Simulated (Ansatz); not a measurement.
TaSi$_{2}$ (P6_422), PBEsol, DFPT electron-phonon coupling, linearised Boltzmann equation in Ansatz (a quantum-chemistry and plane-wave program). Phonon-limited resistivity 38.9 μΩ·cm at 300 K along x (a = (4.76, 0.00, 0.00) Å; b = (-2.38, 4.12, 0.00) Å; c = (0.00, 0.00, 6.55) Å), 54.8 μΩ·cm at 400 K, Drude plasma energy 3.28 eV.

Task: Estimate the electronic thermal conductivity at 300 K by the Wiedemann-Franz law (L₀ = 2.44×10⁻⁸ W·Ω/K²).

Result: L₀T/ρ = 2.44×10⁻⁸ × 300/(38.9×10⁻⁸) = 18.8 W/(m·K). Inelastic scattering puts the true Lorenz number somewhat under L₀ near and below the Debye temperature.

Task: What is the classical skin depth at 10 GHz (nonmagnetic, μ₀ = 1.257×10⁻⁶ H/m)?

Result: δ = √(ρ/(π f μ₀)) = 3140 nm.

Task: What Drude relaxation time do resistivity and plasma energy imply?

Result: ω_p = 4.98e15 s⁻¹, so τ = 1/(ε₀ ω_p² ρ) = 11.7 fs, a damping ħ/τ of 56.3 meV.

A metal at this level (no band gap). Only scattering by harmonic phonons is included (no impurities, grain boundaries, electron-electron scattering or thermal expansion). Spin-orbit coupling is left out, which matters with elements this heavy. Halving the electron mesh (20x20x12) moves the resistivity by up to 1 % at 300 K. Smearing 0.20 eV; phonons on a 4x4x2 q mesh, which this run doesn't test.
